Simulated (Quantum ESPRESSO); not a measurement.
A self-consistent single point of In (I4/mmm, 1 atom in the cell) with Quantum ESPRESSO.

Computed with PBE, PseudoDojo standard norm-conserving (PBE) pseudopotentials (plane waves; Quantum ESPRESSO).

```yaml
crystal:
  lattice:
    - [1.62987, -1.62987, 2.48243]
    - [1.62987, 1.62987, 2.48243]
    - [-1.62987, -1.62987, 2.48243]
  atoms:
    - { symbol: In, position: [0.00000, 0.00000, 0.00000] }
```

Reference input (self-consistent single point, DFT, PBE, plane waves, PseudoDojo standard norm-conserving (PBE) pseudopotentials): ecutwfc = 70 Ry; occupations = smearing; smearing = fermi-dirac; degauss = 0.0073499 Ry; potentials = {In: In.upf}; K_POINTS = automatic 7 7 7 0 0 0; conv_thr = 1e-11 Ry; mixing_beta = 0.5. This run's input differs from it in these lines:

```diff
@@ -14,3 +14,3 @@
  ntyp = 1
- ecutwfc = 70
+ ecutwfc = 42
  occupations = 'smearing'
```

Output, abridged:

```
     Self-consistent Calculation

     iteration #  1     ecut=    42.00 Ry     beta= 0.50

     Threshold (ethr) on eigenvalues was too large:
     Diagonalizing with lowered threshold

     negative rho (up, down):  2.975E-07 0.000E+00

     total energy              =    -132.61974811 Ry
     estimated scf accuracy    <       0.02912399 Ry

     iteration #  2     ecut=    42.00 Ry     beta= 0.50

     total energy              =    -132.62463054 Ry
     estimated scf accuracy    <       0.00152576 Ry

     iteration #  3     ecut=    42.00 Ry     beta= 0.50
     c_bands:  1 eigenvalues not converged

     total energy              =    -132.62481962 Ry
     estimated scf accuracy    <       0.00027673 Ry

   [... 5 blocks of this kind left out ...]

     iteration #  9     ecut=    42.00 Ry     beta= 0.50

     total energy              =    -132.62483808 Ry
     estimated scf accuracy    <          1.7E-11 Ry

     iteration # 10     ecut=    42.00 Ry     beta= 0.50
     End of self-consistent calculation

     the Fermi energy is    10.3116 ev

!    total energy              =    -132.62483808 Ry
     estimated scf accuracy    <          1.1E-12 Ry
     smearing contrib. (-TS)   =      -0.00129743 Ry
     internal energy E=F+TS    =    -132.62354065 Ry

     convergence has been achieved in  10 iterations

     Forces acting on atoms (cartesian axes, Ry/au):

     atom    1 type  1   force =     0.00000000    0.00000000    0.00000000

     Total force =     0.000000     Total SCF correction =     0.000000

          total   stress  (Ry/bohr**3)                   (kbar)     P=    -1346.83
  -0.00917803   0.00000000  -0.00000000        -1350.13        0.00       -0.00
   0.00000000  -0.00917803   0.00000000            0.00    -1350.13        0.00
   0.00000000   0.00000000  -0.00911054            0.00        0.00    -1340.21

   JOB DONE.
```

The run converged in 10 iterations. Against the reference run the free energy rises by 3.80 eV/atom and the pressure goes from 1.21 to -134.7 GPa.

The starting cell has typed, rounded lattice constants, without a prior relaxation at this level. Its lattice was rescaled by up to half a per cent. At the lowered cutoff the pressure carries the error of an incomplete plane-wave basis.
